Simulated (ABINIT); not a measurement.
ABINIT run on CaMg6Sn (Amm2, 8 atoms in the cell): self-consistent single point.

Level of theory: LDA (PW92), norm-conserving pseudopotentials (PseudoDojo nc-sr-04 LDA standard) (plane waves; ABINIT 10.0.3).

```yaml
crystal:
  lattice:
    - [5.20736, 0.00000, 0.00000]
    - [0.00000, 3.20324, 5.92079]
    - [0.00000, -3.20324, 5.92079]
  atoms:
    - { symbol: Ca, position: [0.50000, 0.16945, 0.16945] }
    - { symbol: Mg, position: [0.50000, 0.66644, 0.16834] }
    - { symbol: Mg, position: [0.50000, 0.16834, 0.66644] }
    - { symbol: Mg, position: [0.00000, 0.82625, 0.33145] }
    - { symbol: Mg, position: [0.00000, 0.33145, 0.82625] }
    - { symbol: Mg, position: [0.00000, 0.33739, 0.33739] }
    - { symbol: Mg, position: [0.00000, 0.83538, 0.83538] }
    - { symbol: Sn, position: [0.50000, 0.66529, 0.66529] }
```

Reference input (self-consistent single point, DFT, PBEsol, plane waves, norm-conserving pseudopotentials (PseudoDojo nc-sr-04 PBEsol standard)): pseudos = [Ca.upf, Mg.upf, Sn.upf]; ecut = 84 Ry; ixc = -116133; occopt = 3; tsmear = 0.1 eV; ngkpt = 4 3 3; nshiftk = 1; shiftk = 0 0 0; potentials = PseudoDojo nc-sr-04 PBEsol standard; nband = 53; kptopt = 1; nstep = 100. This run's input differs from it in these lines:

```diff
@@ -1,2 +1,2 @@
-# CaMg6Sn, PseudoDojo nc-sr-04 PBEsol standard
+# CaMg6Sn, PseudoDojo nc-sr-04 LDA standard
 pp_dirpath "./"
@@ -23,3 +23,3 @@
 ecut 84 Ry
-ixc -116133
+ixc 7
 occopt 3
```

Its files differ too (potentials: PseudoDojo nc-sr-04 PBEsol standard → PseudoDojo nc-sr-04 LDA standard).

Log, with long lists cut:

```
--- !BeginCycle
solver: {iscf: 7, nstep: 100, nline: 4, wfoptalg: 0, }
tolerances: {tolvrs: 1.00E-11, }
...

     iter   Etot(hartree)      deltaE(h)  residm     vres2
 ETOT  1  -472.11107675696    -4.721E+02 6.307E-01 6.060E+02
 ETOT  2  -472.95746439722    -8.464E-01 1.315E-02 1.433E+02
 ETOT  3  -472.96554438783    -8.080E-03 7.348E-03 2.636E+00
 ETOT  4  -472.96617165975    -6.273E-04 5.417E-03 1.748E-01
 ETOT  5  -472.96618176816    -1.011E-05 3.608E-03 1.523E-02
   [... 3 lines left out ...]
 ETOT  9  -472.96618265202    -1.886E-10 2.170E-04 1.807E-07
 ETOT 10  -472.96618265201     6.480E-12 1.229E-04 1.043E-09
 ETOT 11  -472.96618265201    -3.752E-12 6.610E-05 4.763E-11
 ETOT 12  -472.96618265202    -1.023E-12 4.726E-05 1.223E-12
 At SCF step   12       vres2   =  1.22E-12 < tolvrs=  1.00E-11 =>converged.

 Cartesian components of stress tensor (hartree/bohr^3)
  sigma(1 1)=  8.18316098E-05  sigma(3 2)=  0.00000000E+00
  sigma(2 2)=  9.25465850E-05  sigma(3 1)=  0.00000000E+00
  sigma(3 3)=  7.35868401E-05  sigma(2 1)=  0.00000000E+00

 ----iterations are completed or convergence reached----

 reduced coordinates (array xred) for    8 atoms
       0.500000000000      0.169450000001      0.169450000001
       0.500000000000      0.666440000011      0.168339999995
       0.500000000000      0.168339999995      0.666440000011
       0.000000000000      0.826250000012      0.331449999997
       0.000000000000      0.331449999997      0.826250000012
       0.000000000000      0.337390000002      0.337390000002
   [... lines left out ...]
 Fermi (or HOMO) energy (hartree) =   0.15519   Average Vxc (hartree)=  -0.33786
   [... lines left out ...]
total_energy        : -4.72966182652015E+02
total_energy_eV     : -1.28700643489429E+04
band_energy         : -9.43063473356152E+01
...

-Cartesian components of stress tensor (GPa)         [Pressure= -2.4318E+00 GPa]
- sigma(1 1)=  2.40756867E+00  sigma(3 2)=  0.00000000E+00
- sigma(2 2)=  2.72281408E+00  sigma(3 1)=  0.00000000E+00
- sigma(3 3)=  2.16499922E+00  sigma(2 1)=  0.00000000E+00

 Calculation completed.
```

The run converged in 12 iterations. Against the reference run the pressure goes from -1.01 to -2.43 GPa and the largest force goes from 0.154 to 0.148 eV/Å.

The starting cell comes from a database of computed structures (which also holds hypothetical and non-ambient phases and stackings), without a prior relaxation at this level.

Cost on one core of a shared machine: roughly 7 min.
